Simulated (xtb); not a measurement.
xtb 6.7.1, GFN2-xTB: [CH2]C(=O)CCCCC, charge 0, multiplicity 2, 21 atoms. The geometry is a generated start, not checked to be a minimum at this level.

```json
{
 "run_flags": "--grad",
 "method": "GFN2-xTB",
 "--acc": "1 (default)",
 "--etemp (K)": "300 (default)",
 "basis_functions": "45",
 "valence_electrons": "47"
}
```

```xyz
21

C      4.0044     0.5861    -0.2615
C      2.8613    -0.0710     0.2669
O      2.9336    -0.8763     1.1921
C      1.5365     0.3268    -0.3642
C      0.3534    -0.4355     0.2205
C     -0.9839     0.1656    -0.1979
C     -2.1617    -0.6517     0.3319
C     -3.4979     0.0204     0.0388
H      3.9186     1.3097    -1.0528
H      4.9705     0.4224     0.1862
H      1.6120     0.1609    -1.4407
H      1.4010     1.4009    -0.2110
H      0.4077    -1.4795    -0.0970
H      0.4344    -0.4269     1.3101
H     -1.0586     1.1883     0.1839
H     -1.0417     0.2162    -1.2883
H     -2.1423    -1.6438    -0.1259
H     -2.0508    -0.7833     1.4094
H     -3.6316     0.1563    -1.0321
H     -3.5437     0.9973     0.5156
H     -4.3214    -0.5830     0.4158
```

Charge 0 and multiplicity 2 are set for this test and not shown to be the ground state. GFN-xTB has no spin term: --uhf 1 sets the occupations alone.

One run each on 1 thread. Values of broydamp tried: 0.02, 0.05, 0.1, 0.2, 0.4 (default), 0.6, 0.8, 1.

Q: How does the count of SCC iterations change with broydamp, and where is it least?

A: Fewest SCC iterations: 0.4 (default) with 12. The count rises to 27 at 0.02. All converge to one solution.

| broydamp | SCC iterations | end |
|---|---|---|
| 0.02 | 27 | same solution |
| 0.05 | 27 | same solution |
| 0.1 | 23 | same solution |
| 0.2 | 14 | same solution |
| 0.4 (default) | 12 | same solution |
| 0.6 | 14 | same solution |
| 0.8 | 15 | same solution |
| 1 | 16 | same solution |
